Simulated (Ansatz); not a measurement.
Take Na in the bcc (W type) structure (space group Im-3m, No. 229; a = 4.171 Å) as the base.

Computed with Ansatz (a program for electronic structure), PBEsol, PAW, cutoff 420 eV, spin-orbit coupling left out.

For the base:

```
Quantity            Value
---------------  --------
Volume per atom  36.27 Å³
```

The change: every Na is replaced by Cs; the structure is relaxed again.

Tabulated Pauling electronegativity and covalent radius: Na 0.93, 1.66 Å; Cs 0.79, 2.44 Å.

**Question.** What does the calculation give for the volume per atom after the change?

**Answer.** The volume per atom increases by 72.05 Å³ (36.27 Å³ → 108.32 Å³).

No phonon test of stability was made. The final runs are not spin-polarised.
